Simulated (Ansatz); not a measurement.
**What biaxial strain −3.00 %, plane normal [001], relaxed out of plane does to MgS**

The parent structure is MgS in the rock salt structure (space group Fm-3m, No. 225; a = 5.203 Å). Axes: x, y, z lie along the cube axes.

One thing is altered: biaxial strain −3.00 %, plane normal [001], relaxed out of plane (Cartesian); in-plane vectors clamped, the third vector and the atoms free.

Calculations: plane-wave PAW DFT at the r2SCAN level (Ansatz, a quantum-chemistry and plane-wave program, 500 eV), spin-orbit coupling left out. Γ-centred 11×11×11 mesh, Fermi–Dirac width 0.05 eV.

| quantity | base | changed | shift |
|---|---|---|---|
| volume per atom | 17.61 Å³ | 16.87 Å³ | -0.734 Å³ |
| space group | Fm-3m (No. 225) | I4/mmm (No. 139) | – |
| shortest interatomic distance | 2.602 Å | 2.523 Å | -0.0780 Å |
| energy relative to the base (free energy F) | 0 meV/atom | +19 meV/atom | +19 meV/atom |
| band gap | 3.46 eV | 3.35 eV | -0.11 eV |
| gap character | – | indirect, Γ → X | – |
| smallest direct gap | 4.64 eV | 4.88 eV | +0.24 eV |
| electron mass | 0.53 mₑ along k, 0.31 mₑ across (at X) | 0.50 mₑ along k, 0.31 mₑ across (at X) | – |
| hole mass | – | 0.26 mₑ out of plane, 0.97 mₑ in plane (at Γ) | – |
| valence-band top at Γ (three highest levels, from the VBM) | 0.00, 0.00, 0.00 eV | 0.00, -0.19, -0.19 eV | – |
| valley order (the lowest conduction-band minima on the path, energy above the VBM, named in the base's zone) | X along ⟨100⟩ 3.46 eV; Γ 4.64 eV | X along [100] 3.35 eV; X along [001] 3.66 eV | – |
| out-of-plane strain | – | +1.85 % | – |
| ratio −ε⊥/ε∥ | – | 0.62 | – |
| mean in-plane stress (compression positive) | – | +6.2 GPa | – |

Cost of the whole job for the changed cell (relaxation, final SCF and bands): around 19 core-seconds (rough).

Masses are band curvatures over ±0.01 Å⁻¹ around the edge. Along k means along the line from Γ to the band edge. Stability against distortions was not tested. k-point labels follow each cell's own Brillouin zone.
